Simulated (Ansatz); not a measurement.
The reference is SnSe in the GeS type structure (space group Pnma, No. 62; a = 11.534 Å, b = 4.121 Å, c = 4.578 Å; layered, stacked along the Cartesian x axis).

Now apply this change: cell and atoms relaxed at a pressure of 2.1 GPa.

Levels (all Ansatz, a quantum-chemistry and plane-wave program, PAW, earlier PAW set): r2SCAN+rVV10 (500 eV, without spin-orbit coupling); HSE06 (420 eV, without spin-orbit coupling).

The geometry is relaxed with r2SCAN+rVV10.

| Property | Result |
|---|---|
| r2SCAN+rVV10 lowest conduction level above the VBM at special points | Γ 0.67 eV; Y 1.11 eV; U 1.33 eV |

Problem. Predict the lowest conduction level above the VBM at special points from HSE06.

Solution. The lowest conduction level above the VBM at special points becomes Γ 0.89 eV; Y 1.29 eV; U 1.54 eV (r2SCAN+rVV10: Γ 0.67 eV; Y 1.11 eV; U 1.33 eV).

Single points use the geometry relaxed with r2SCAN+rVV10. Their cutoffs differ, which shifts pressures a little. The hybrid gap comes from the SCF mesh plus the semilocal run's edge points and a few special points and is an upper bound. The levels and masses belong to the bands next to the band gap. Load acts through the strain it causes; cell and atoms are relaxed under it. No phonon test of stability was made.
